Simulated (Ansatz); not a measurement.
**CdSe, pressure series**

Start from CdSe in the zinc blende structure (space group F-43m, No. 216).

```cif
data_Cd4Se4
_chemical_formula_sum 'Se4 Cd4'
_space_group_name_H-M_alt 'F-43m'
_space_group_IT_number 216
_space_group_name_Hall 'F -4 2 3'
_cell_length_a 6.13327
_cell_length_b 6.13327
_cell_length_c 6.13327
_cell_angle_alpha 90.000
_cell_angle_beta 90.000
_cell_angle_gamma 90.000
loop_
_atom_site_label
_atom_site_type_symbol
_atom_site_symmetry_multiplicity
_atom_site_Wyckoff_symbol
_atom_site_fract_x
_atom_site_fract_y
_atom_site_fract_z
_atom_site_occupancy
Se1 Se 4 c 0.25000 0.25000 0.25000 1
Cd1 Cd 4 a 0.00000 0.00000 0.00000 1
```
(The calculation used a cell of 2 atoms; values per cell refer to that cell.)

Cell and atoms are relaxed at each pressure.

Calculations: r2SCAN (Ansatz, an electronic-structure program, PAW, without spin-orbit coupling).

```tsv
pressure (GPa)	volume per atom (Å³/atom)
-1	29.438
0	28.839
0.9	28.370
2.1	?
4.5	26.796
9	25.332
15	23.878
22.5	22.513
30	21.453
```

Fit the third-order Birch–Murnaghan form P(V) = (3B₀/2)[(V₀/V)^(7/3) − (V₀/V)^(5/3)]·[1 + (3/4)(B₀′ − 4)((V₀/V)^(2/3) − 1)] (squares taken in P) to the rows shown and predict the withheld row.

Least squares on the printed values gives V₀ = 28.845 Å³/atom, B₀ = 51.7 GPa, B₀′ = 4.5; this predicts 27.788 Å³/atom, and the run gives 27.787 Å³/atom, in agreement.

Load acts through the strain it causes; cell and atoms are relaxed under it. Stability against distortions was not tested. Tetrahedral semiconductors of this kind turn to denser phases somewhere between about 1 and 50 GPa; those were not computed, so compressed cells here can lie past the real transition.
